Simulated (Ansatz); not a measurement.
Take Ag in the hcp (Mg type) structure (space group P6_3/mmc, No. 194; relaxed with 0.1 eV smearing) as the base.

```
CELL_PARAMETERS angstrom
      2.86014     0.00000     0.00000
     -1.43007     2.47696     0.00000
      0.00000     0.00000     4.71185
ATOMIC_POSITIONS crystal
  Ag 0.33333 0.66667 0.25000
  Ag 0.66667 0.33333 0.75000
```

Cartesian axes are those of the cell as printed.

All numbers come from PBEsol, PAW, 420 eV (Ansatz, an electronic-structure program; no SOC), earlier PAW set.

Strains are applied to the cell and any free atomic positions relax.

One change was made to it. Results:

The pressure (mean of the normal stresses, compression positive) goes from zero to 2.8 GPa; the energy goes up by 4.7 meV/atom.

Task: What was done to the base?
A) strain tensor (xx, yy, zz, yz, xz, xy) = (−1.01, −1.16, +0.01, +0.44, +0.87, +0.82) %
B) isotropic strain −5.69 %
C) uniaxial strain ε_yy = −3.03 %

Result: A, strain tensor (xx, yy, zz, yz, xz, xy) = (−1.01, −1.16, +0.01, +0.44, +0.87, +0.82) %. For comparison, the energy relative to the base in the other runs: isotropic strain −5.69 % gives +0.236 eV/atom; uniaxial strain ε_yy = −3.03 % gives +8.7 meV/atom.

Whether these cells are dynamically stable was not tested. This is not the structure that Ag has at room temperature and ambient pressure.
